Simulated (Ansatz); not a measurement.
Symmetric slabs, relaxed from ideal cuts in 1x1 cells, of elemental solids: surface energy (J/m²) by functional, in Ansatz (plane waves, PAW). All structures are PBE's; the other columns are single points with references at the same level. No spin-orbit coupling, Hubbard U or dispersion. The rows are a random draw from the class, without slabs that broke up, higher cuts of a face and adsorbates that left their site.

```
system                                               PBE (J/m²)  r2SCAN (J/m²)
---------------------------------------------------  ----------  -------------
hcp Mg (30-32), ideal cut with outer spacing 0.87 Å        0.64              ?
hcp Lu (11-23), ideal cut with outer spacing 0.63 Å        1.21           1.34
hcp Re (11-22), ideal cut with outer spacing 1.18 Å        3.48           3.70
beta tin (211), ideal cut with outer spacing 1.54 Å        0.39           0.47
bcc Li (331), ideal cut with outer spacing 0.39 Å          0.52           0.53
hcp Be (21-33), ideal cut with outer spacing 0.10 Å        2.24           2.32
fcc Au (331), ideal cut with outer spacing 0.95 Å          0.84           1.03
hcp Hf (10-12), ideal cut with outer spacing 0.62 Å        1.90           2.12
```

Question: Fit a straight line y = a·x + b by least squares to the 7 complete rows (x: PBE (J/m²); y: r2SCAN (J/m²)).

Answer: the means are x̄ = 1.5114 and ȳ = 1.6443; Σ(x − x̄)² = 7.3393 and Σ(x − x̄)(y − ȳ) = 7.6498, so a = 1.042 and b = ȳ − a·x̄ = 0.069. The largest residual is 0.086.

Question: What does the line predict for the withheld row, hcp Mg (30-32), ideal cut with outer spacing 0.87 Å, and what did the calculation give?

Answer: the line gives 0.74; the calculation gave 0.72, a miss of -0.02, of the size of the fitted rows' scatter and rounding.

Ansatz is a first-principles code.
